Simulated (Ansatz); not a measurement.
Amorphous Zr6Si16O44, 66 atoms at 2.84 g/cm³, one PBE-relaxed geometry, zone centre. Methods: PBE, scalar-relativistic without spin-orbit coupling (Ansatz, a program for electronic structure); r2SCAN, scalar-relativistic without spin-orbit coupling (Ansatz); HSE06, scalar-relativistic without spin-orbit coupling (Ansatz). Plane waves to 420 eV (r2SCAN 500 eV); exact exchange is cut at the cell's faces. At PBE the levels at both edges of the gap are localised (band-tail or defect states), and the nearest spread-out levels lie 4.9 eV apart at the zone centre. All rungs ran without spin polarisation.

It comes from a melt-quench run on a machine-learned potential (CHGNet), relaxed afterwards by DFT. O atoms were pushed apart under 1.9 Å during the dynamics, to hinder bonds among them. The hot cell started wider than the set density and was brought back towards it in steps. It is the lowest in DFT energy of 8 quenches. It is a model cell: composition and starting density were chosen by hand, and all elements were melted together. No dispersion term was used. Its density started from a set value of 3.13 and ended at 2.84 g/cm³. Cooling (nominally 91 K/ps over its main leg) ran many orders faster than in experiment, which tends to leave more defects and strain. One small periodic cell is one sample of the glass; other quenches scatter about these values. Volume and shape were free in the relaxation.

The relaxation ran on the zone centre alone. At PBE the gap between localised states is 4.31 eV on a 2×2×2 Γ-centred mesh, and the spacing at the zone centre alone 4.32 eV.

What zone-centre spacing does r2SCAN give, roughly?

4.84 eV (+0.52 eV against PBE).

What zone-centre spacing does HSE06 give, roughly?

6.02 eV (+1.70 eV against PBE).

The highest filled and the lowest empty state spread over these numbers of atoms (participation numbers): PBE: 9.7 and 4.7; r2SCAN: 9.7 and 4.6; HSE06: 9.8 and 4.9.
